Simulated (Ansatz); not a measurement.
The starting structures come from a database of crystals and need not be the phases stable at ambient conditions.

Inside the gap of an insulator the Bloch states are evanescent, with a wavenumber k + iκ along the transport direction.

Consider the following.

```xyz
7
Lattice="5.8393 0.0000 0.0000 0.0000 11.9887 0.0000 2.9196 5.9943 2.9196" Properties=species:S:1:pos:R:3 pbc="T T T"
Cd     0.0000     5.9943     0.0000
In     5.8393    14.9859     2.9196
In     2.9196     2.9972     0.0000
Se     4.5195    10.5810     1.3197
Se     1.3197    13.3964     1.3197
Se     4.2394     4.5866     1.5999
Se     1.5999     7.4021     1.5999
```

Space group of this cell: I-42m. The cell is taken as given; by PBEsol its mean pressure is -1.0 GPa.

Transport runs along the normal of the first two printed cell vectors, the (100) plane of the conventional cell.

The gap is the functional's own. No spin-orbit coupling. Mid-gap values are interpolated on the energy grid.

Give the band gap and the smallest decay constant κ at mid-gap that PBEsol run with Ansatz (a program for electronic structure) yields.

Gap 0.72 eV on a 10×10×10 mesh; κ = 0.067 1/Å, at the zone centre.
